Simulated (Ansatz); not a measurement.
The starting structures come from a database of crystals and need not be the phases stable at ambient conditions.

 Where the default PAW files enter, the runs use the earlier of Ansatz's two default sets.

Tunnelling through a barrier is set by its complex band structure: the current falls as exp(−2κd) with the smallest κ.

```
BaTiO3
1.0
    3.95313     0.00000     0.00000
    0.02258     5.59850     0.00000
    0.01129     2.79925     2.84826
Ba Ti O
1 1 3
Cartesian
  3.98644   8.39697   2.84826
  1.93486   2.72462   0.00000
  0.10300   5.66036   2.84826
  2.03753   4.28658   1.45042
  2.02624   1.48733   1.39784
```

Space group of this cell: Cm. The cell is strained (lengths across the current scaled by 0.98, ions clamped); by r2SCAN its mean pressure is 5.6 GPa.

Transport runs along the normal of the first two printed cell vectors.

The gap is the functional's own, uncorrected, and κ follows it; spin-orbit coupling is left out. Mid-gap values are interpolated between the computed energies.

### Question
Give the band gap and the smallest decay constant κ at mid-gap that Ansatz (a program for electronic structure) with r2SCAN yields.

### Answer
Gap 2.83 eV on a 8×10×10 mesh; κ = 0.364 1/Å, at (0.250, 0.000) of the in-plane reciprocal vectors. At the zone centre, at the nearest computed energy, the slowest state has κ = 0.38 1/Å.
